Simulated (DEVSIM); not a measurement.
System: abrupt Si n-p junction, at 300 K.

Layer 1 from the left is Si, thickness (μm) 47.0, Nd (cm⁻³) 7.3e18, τn (s) 1.1e-6, τp (s) 1.1e-6. Layer 2 from the left is Si, thickness (μm) 6.70, Na (cm⁻³) 1.4e16, τn (s) 1.1e-6, τp (s) 1.1e-6.

Left contact: ohmic. Right contact: ohmic. Voltage is applied to the left contact. Recombination: SRH at mid-gap. Mobility is μmin + (μ − μmin)/(1 + (N/Nref)^α).

The device is made up for the run: typed textbook-type constants, with dimensions and the other settings drawn at random. Values at 300 K.

Si: gap (eV) 1.124, affinity (eV) 4.05, permittivity 11.7, Nc (cm⁻³) 2.86e19, Nv (cm⁻³) 3.1e19, μn (cm²/Vs) 1417, μp (cm²/Vs) 470, μn,min 52, μp,min 45, Nref,n 9.7e16, Nref,p 2.2e17, αn 0.68, αp 0.72.

### Question
Estimate by hand the built-in potential, the peak field at zero bias, the capacitance at 1.5 V, and compare with a numerical solution.

### Answer

- Built-in potential: ni = √(Nc Nv) exp(−Eg/2kT) = 1.08e10 cm⁻³ with Eg = 1.124 eV; Vbi = kT/q ln(Na Nd/ni²) = 0.890 V; numerical 0.890 V.
- Peak field at zero bias: depletion approximation: W = √(2εVbi/(qN)) = 0.287 μm with N = 1.40e16 cm⁻³; field = 2Vbi/W = 62000 V/cm; numerical 153000 V/cm (estimate below by 59 %).
- Capacitance at 1.5 V: C = √(qεN / 2(Vbi + |V|)) = 22.0 nF/cm²; numerical 22.5 nF/cm² (estimate below by 2.0 %).

Model (solved in DEVSIM): 1D drift-diffusion, Boltzmann statistics, complete ionisation; no tunnelling, impact ionisation, image-force lowering or self-heating.
